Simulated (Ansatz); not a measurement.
Base system: TiC in the rock salt structure (space group Fm-3m, No. 225; a = 4.329 Å; relaxed with 0.1 eV smearing). Axes: x, y, z lie along the cube axes.

The values are results of r2SCAN (Ansatz, a program for electronic structure), without spin-orbit coupling, earlier PAW set, not measurements.

A first run, uniaxial strain ε_zz = −2.15 %, gives secant values C11 ≈ 600 GPa and C12 ≈ 130 GPa from its stress. A second run applies biaxial strain −0.84 %, plane normal [001], relaxed out of plane.

Task: What does linear elasticity predict for −ε⊥/ε∥ in the second run, and what does the run give?

Result: Linear elasticity: 2 C12/C11 = 0.43. The run gives 0.50; any difference comes from nonlinear terms at these strains and numerical noise.

No phonon test of stability was made. The final runs are not spin-polarised.
